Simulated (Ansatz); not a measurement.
SiO₂ (P4₃2₁2, No. 96)

The numbers are results of PBE0 (Ansatz, a first-principles code, PAW), not measurements.

Numerical settings: plane-wave cutoff 460 eV, 4×4×4 k mesh, Fermi–Dirac smearing 0.01 eV, scalar-relativistic PAW data made under PBE.

Cell: relaxed with PBEsol: a = 5.0318 Å, b = 5.0318 Å, c = 7.0165 Å, α = 90.00°, β = 90.00°, γ = 90.00°.

```yaml
band_gap: 8.16 eV (on the SCF k mesh) (direct)
```

Note: cell and atoms aren't relaxed at this level (largest force component 0.18 eV/Å, pressure -2.4 GPa).

It cost about 7 core-minutes (a rough figure) of CPU time.
